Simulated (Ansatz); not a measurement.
**Step by step: formation energy of BaTiO3 (P4mm) from the elements**

We look at the formation energy of BaTiO3 (P4mm) from the elements. Reaction: Ti (hcp) + Ba (bcc) + 3/2 O2 (gas) → BaTiO3 (P4mm). The sign is products less reactants. The value is per atom of the solid.

BaTiO3 (P4mm), 5 atoms in the cell; spin state with PBE: run without spin. Conventional cell: a = b = 3.9845 Å, c = 4.2054 Å, α = β = γ = 90.00°.

Ansatz (a program for electronic structure) with PAW potentials; structures come from PBE relaxations, nuclei static, no net charge. Ansatz runs with its PAW set soft_1. Other levels take these structures. The lattices are those relaxed with PBE, so at other levels the solids can be strained. A dispersion term (D3(BJ), or D4 for r2SCAN) was computed beside these levels and is taken off wherever the name lacks it. Space groups of crystals are read within 0.01 Å. The runs are scalar-relativistic, without spin-orbit coupling.

Total energies of the cells in eV, at zero smearing width. They compare only within one column; the weights balance every element.

```json
[
 {"cell": "BaTiO3 (P4mm)", "atoms": "5", "weight": "+2", "r2SCAN": "-10183.94602"},
 {"cell": "Ti (hcp)", "atoms": "2", "weight": "−1", "r2SCAN": "-5008.74349"},
 {"cell": "Ba (bcc)", "atoms": "1", "weight": "−2", "r2SCAN": "-5964.59306"},
 {"cell": "O2 (gas)", "atoms": "2", "weight": "−3", "r2SCAN": "-1131.97288"}
]
```

r2SCAN: 2 × (-10183.94602) − (-5008.74349) − 2 × (-5964.59306) − 3 × (-1131.97288) = -34.044 eV; dividing by 10 atoms gives -3.40 eV/atom.

What follows from the r2SCAN value: A formula unit of BaTiO3 has 5 atoms, so it forms with -3.4044 × 5 = -17.022 eV, or -1642.4 kJ/mol at 96.485 kJ/mol per eV.
